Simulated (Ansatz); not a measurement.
An Ansatz (a first-principles code) run: hypothetical CdI2 type SiO2; r2SCAN+rVV10/PAW in Ansatz, no spin-orbit coupling, earlier PAW set.

Input:

Ansatz 0.2 input:
```yaml
crystal:
  lattice:
    - [2.6700154605, 0, 0]
    - [-1.3350077303, 2.3123012173, 0]
    - [0, 0, 4.5412651924]
  atoms:
    - { symbol: Si, position: [0, 0, 0] }
    - { symbol: O, position: [0.6666666667, 0.3333333333, 0.1987705379] }
    - { symbol: O, position: [0.3333333333, 0.6666666667, 0.8012294621] }
basis: { ecutwfc: 500, ecutrho_ratio: 4, xc_grid: 4, fft_grid_basis: typed }
kpoints: { mp_grid: { grid: [14, 14, 7] } }
hamiltonian:
  xc: r2scan
  dispersion: rvv10
  pseudopotentials: { azcp: { folder: ./paw }, kind: paw }
scf: { occupations: { method: fermi_dirac, width: 0.05 }, convergence: { dr2_threshold: 0.0000000003 } }
output: { forces: true, stress: true }
```

Output:

```
WARN ansatz: RAYON_NUM_THREADS=2 ignored (pool sized by the plan → 2); use --threads N
Pseudopotentials: kind: paw
Pseudopotential: Si, paw, valence charge 4
Pseudopotential: O, paw, valence charge 6
Functional definition: r2SCAN+rVV10
Crystal: 3 atoms, lattice volume = 28.037 Å³
Basis set: ecut = 500 eV, 713 PW (Γ), exchange–correlation on 80×80×144 points (64 copies of the dense FFT grid, shifted against one another)
Bands: 12, of which v1, the nominal top of the filled ones, is band 8 counted from 1 (7 counted from 0)
Symmetry: 12 space group operations
Space group: P-3m1 (ITA 164), of the structure as read, at distance tolerance 3.0e-5 Å
k-points: 144 of 1372
rVV10 density: all electrons in the spheres
PAW frozen core: Si, regenerated for the run's functional
PAW frozen core: O, regenerated for the run's functional
Initial density: superposition of atomic densities (chi_scale 0.1, normalization cell, long waves kept (reshape's long-wave potential 0.07 eV rms))
Initial wavefunctions: pseudopotential atomic-orbital guess
Eigensolver: davidson
Functional: x = r2scan, c = r2scan + rvv10(b = 11.95, C = 0.0093); τ floored in thin density (d = 2e-4 eV/Å³)
SCF iter   1: F=—  HF=-1778.558195 eV  |F-HF|=—  |Δ(HF+E_count)|=         —  Δρ=1.22e-1  dr2=3.57e0  dr2_τ=5.19e-1  ethr=3.10e-3  ⟨swp⟩=6.6  Hψ=13198  notcnv=0
all-band conjugate gradients solve this SCF's bands
preconditioner: auto → none
SCF iter   2: F=—  HF=-1778.059367 eV  |F-HF|=—  |Δ(HF+E_count)|=   4.99e-1  Δρ=5.32e-2  dr2=2.78e-1  dr2_τ=1.06e-1  ethr=3.10e-3  ⟨swp⟩=3.6  Hψ=5590  notcnv=0
SCF iter   3: F=—  HF=-1778.098525 eV  |F-HF|=—  |Δ(HF+E_count)|=   3.92e-2  Δρ=2.18e-2  dr2=5.71e-2  dr2_τ=5.47e-3  ethr=1.74e-3  ⟨swp⟩=2.2  Hψ=3136  notcnv=0
SCF iter   4: F=—  HF=-1778.118897 eV  |F-HF|=—  |Δ(HF+E_count)|=   2.04e-2  Δρ=7.00e-3  dr2=8.13e-3  dr2_τ=6.18e-4  ethr=3.57e-4  ⟨swp⟩=3.3  Hψ=4167  notcnv=0
SCF iter   5: F=—  HF=-1778.119744 eV  |F-HF|=—  |Δ(HF+E_count)|=   8.47e-4  Δρ=9.76e-4  dr2=1.28e-4  dr2_τ=1.69e-5  ethr=5.08e-5  ⟨swp⟩=2.1  Hψ=3126  notcnv=0
SCF iter   6: F=—  HF=-1778.119821 eV  |F-HF|=—  |Δ(HF+E_count)|=   7.71e-5  Δρ=2.08e-4  dr2=4.86e-6  dr2_τ=5.69e-7  ethr=7.99e-7  ⟨swp⟩=2.5  Hψ=2869  notcnv=0
SCF iter   7: F=—  HF=-1778.119826 eV  |F-HF|=—  |Δ(HF+E_count)|=   5.20e-6  Δρ=2.73e-5  dr2=1.49e-7  dr2_τ=5.81e-9  ethr=3.03e-8  ⟨swp⟩=2.5  Hψ=2915  notcnv=0
SCF iter   8: F=—  HF=-1778.119825 eV  |F-HF|=—  |Δ(HF+E_count)|=   8.34e-7  Δρ=4.47e-6  dr2=2.03e-9  dr2_τ=5.12e-10  ethr=9.34e-10  ⟨swp⟩=2.3  Hψ=2889  notcnv=0
SCF iter   9: F=-1778.119825 eV  HF=-1778.119825 eV  |F-HF|=2.73e-11  |Δ(HF+E_count)|=   1.21e-9  Δρ=6.82e-7  dr2=4.97e-11  dr2_τ=1.20e-11  ethr=1.87e-12  ⟨swp⟩=5.9  Hψ=7176  notcnv=0
SCF 1 converged in 9 iterations: F = -1778.119825 eV  dr2 = 4.97e-11
SCF converged after 9 iterations
Free energy (F): -1778.119825 eV
Harris-Foulkes:  -1778.119825 eV  (|F-HF|=2.73e-11)
Internal energy: -1778.119825 eV  (E = F + TS)
E sigma→0 (E₀):  -1778.119825 eV
Fermi energy:    9.628279 eV
--- Per-component energies (eV) ---
  E_band       = -28.725372
  E_kinetic    = 395.481717
  E_local      = -841.193371  (includes V_loc(G=0)·N_el)
  E_nonlocal   = 122.322395
  E_hartree    = 316.618197
  E_xc         = -197.633443
  E_vxc        = -261.498481  (∫ρ·V_xc dr)
  E_paw        = -848.943867  (= ΣΔE_a)
  E_vpaw       = -93.047818  (= ΣTr[D̂ρ^β])
  E_aug_tail   = 0.001445  (compensation charges beyond the density's cutoff)
  E_vtau       = 15.972228  (kinetic-family band-sum trace: ∫τ·v_τ [+ j·A + Jᵃ·Aᵃ] dr)
  E_ewald      = -724.632583
  E_core_change = -0.140315  (= ΣΔE_core)
  E_smearing   = -0.000000  (= −TS)
  E_closure    = -0.000000  (closes the sum)
  Σ components = -1778.119825   (vs F -1778.119825, Δ=0.00e0)
  [band-id]    e_kinetic+e_local+e_nonlocal+2·e_hartree+e_vxc+e_vpaw+e_augmentation_tail+e_vtau = -28.725491   (vs E_band -28.725372, Δ=-1.18e-4)
--- Forces (eV/Å), atoms counted from 1 ---
  atom   1  Si     0.00000000     0.00000000     0.00000000
  atom   2  O     -0.00000000    -0.00000000    -0.00145228
  atom   3  O      0.00000000     0.00000000     0.00145228
  max |Σ_I F_I| component: 2.78e-17 eV/Å
--- Stress (GPa, compression-positive) ---
       -0.009953      -0.000000      -0.000000
       -0.000000      -0.009953      -0.000000
       -0.000000      -0.000000      -0.002209
  P = ⅓ Tr σ = -0.0074 GPa (-0.074 kbar)
  The stress holds the Pulay correction. Without it, at fixed plane waves, as pw.x and ABINIT print it: P = -0.1602 GPa
  The stress includes an estimate of the error left by incomplete SCF convergence (largest component 0.0002 GPa).
--- Band table ---
  band table: none
```

Stability against distortions was not tested. The cell is SiO2 in the CdI2 type structure (space group P-3m1, No. 164; a hypothetical phase, not in the database extracts checked; layered, stacked along the Cartesian z axis).
